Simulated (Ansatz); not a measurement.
Base system: Ge (space group Pm-3n, No. 223; a = 5.323 Å; a hypothetical phase, not in the database extracts checked). Axes: x, y, z lie along the cube axes.

Level of theory: PBEsol (Ansatz, a first-principles code, PAW, no spin-orbit coupling).

Strains are applied to the cell and any free atomic positions relax; under biaxial strain the out-of-plane vector relaxes too; under stress the whole cell relaxes.

One change was made to it. Results:

```csv
quantity,base,after
band gap,zero,zero
energy relative to the base (free energy F),0 meV/atom,+21 meV/atom
shortest interatomic distance,2.661 Å,2.578 Å
```

Task: Name the change that was made.
(A) uniaxial strain ε_yy = −1.06 %
(B) uniaxial stress, 5 GPa tension along z
(C) isotropic strain −2.40 %
(D) biaxial strain +4.29 %, plane normal [001], relaxed out of plane

Result: B, uniaxial stress, 5 GPa tension along z. For comparison, the energy relative to the base in the other runs: biaxial strain +4.29 %, plane normal [001], relaxed out of plane gives +23 meV/atom; uniaxial strain ε_yy = −1.06 % gives +0.6 meV/atom; isotropic strain −2.40 % gives +23 meV/atom.

Without a gap, meshes like the base's 9×9×9 leave anisotropic stresses uncertain by several tenths of a GPa, and small strain energies with them. Beyond what the load breaks, stability against distortions was not tested.
